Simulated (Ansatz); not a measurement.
Cost and result by functional for the surface energy of the (010) surface of polar orthorhombic HfO2 (a metastable polymorph) in its 1x1 cell (cut with top plane 2 O, bottom plane 2 O), outermost plane spacing 1.01 Å in the ideal cut, in Ansatz (plane waves, PAW). Single points on the PBE structure, on one kind of machine; costs are rough ratios of the slab run's core time (references not counted) to the cheapest single point. r2SCAN's cost holds its higher cutoff (500 against 420 eV). Differences are taken against r2SCAN for comparison alone: no measured value is at hand, so the table doesn't rank accuracy.

Slab: 36 atoms, Hf12O24, 14.5 Å thick at the start; k 5x5x1, smearing 0.025 eV, dipole-corrected; all atoms relaxed; held to the start's symmetry, so lower structures may exist; no spin, no spin-orbit, no U. These notes are the PBE run's.

```tsv
functional	relative cost	surface energy (J/m²)	less r2SCAN (J/m²)
RPBE	1	1.55	-0.52
LDA	1	2.10	0.03
PBEsol	1	1.90	-0.17
r2SCAN	2	2.07	0.00
PBE (the relaxed run's value)	–	1.76	-0.31
```

The values span 0.56 J/m², while the single points' costs differ by a factor of roughly 2. Differences are of unrounded values.

Ansatz is an electronic-structure program.
